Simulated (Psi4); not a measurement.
Psi4 1.11, PBE/def2-svp: Mo(NMe)2(Br)(SH) (C[N]=[Mo]([SH])([Br])=[N]C), 14 atoms. The geometry is a generated start, not checked to be a minimum at this level.

| Property | Value |
|---|---|
| task | energy |
| method | pbe |
| basis | def2-svp |
| memory | 3 GB |
| maxiter | 100 |
| keys of the molecule block | symmetry c1 |
| scf_type | df (default) |
| guess | auto, which took SAD (default) |
| scf_initial_accelerator | adiis (default) |
| e_convergence | 1e-06 (default) |
| d_convergence | 1e-06 (default) |
| dft_radial_points | 75 (default) |
| dft_spherical_points | 302 (default) |
| effective core potentials | those of the basis set, past Kr |
| basis functions | 172 |
| grid points | 300403 |

```xyz
14

Mo    -0.2372     0.7082     0.7582
N      0.7557    -0.6386     1.2413
C      1.5868    -1.7708     1.2725
H      1.8418    -2.0880     0.2504
H      2.5126    -1.5582     1.8198
H      1.0773    -2.6005     1.7753
N     -0.5529     0.8981    -0.9443
C     -0.5885     0.7680    -2.3449
H     -1.5196     1.1739    -2.7573
H      0.2485     1.3153    -2.7961
H     -0.5096    -0.2891    -2.6354
Br     0.7677     2.7416     1.5371
S     -2.3202     0.2502     1.7790
H     -3.0625     1.0899     1.0445
```

Charge 0 and multiplicity 1 are set for this test and not shown to be the ground state.

One run each on 2 threads. Values of diis_max_vecs tried: 3, 6, 10 (default), 20.

Q: Predict the course of the SCF iterations along this series.

A: Fewest SCF iterations, within one of each other: 10 (default) with 14, 20 with 14. The count rises to 65 at 3. All converge to one solution.

```json
[
 {"diis_max_vecs": "3", "SCF iterations": "65", "end": "same solution"},
 {"diis_max_vecs": "6", "SCF iterations": "19", "end": "same solution"},
 {"diis_max_vecs": "10 (default)", "SCF iterations": "14", "end": "same solution"},
 {"diis_max_vecs": "20", "SCF iterations": "14", "end": "same solution"}
]
```
